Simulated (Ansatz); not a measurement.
Elastic constant C66 of double-hcp La at several levels of theory

No measured value is used here.

| level (code) | value (GPa) | cell (Å³/atom) |
|---|---|---|
| LDA (Ansatz) | ? | 32.21 |
| PBE (Ansatz) | 17.1 | 37.13 |
| PBEsol (Ansatz) | 20.2 | 33.96 |
| r²SCAN (Ansatz) | 13.1 | 37.27 |

Q: Complete the blanks.

A: 
- LDA (Ansatz, an electronic-structure program), value (GPa): 20.6

Each level is taken at its own relaxed cell. Cutoffs differ between the levels. Ansatz's density-functional and Hartree–Fock values are scalar-relativistic unless marked +SOC, with PAW data made under PBE.
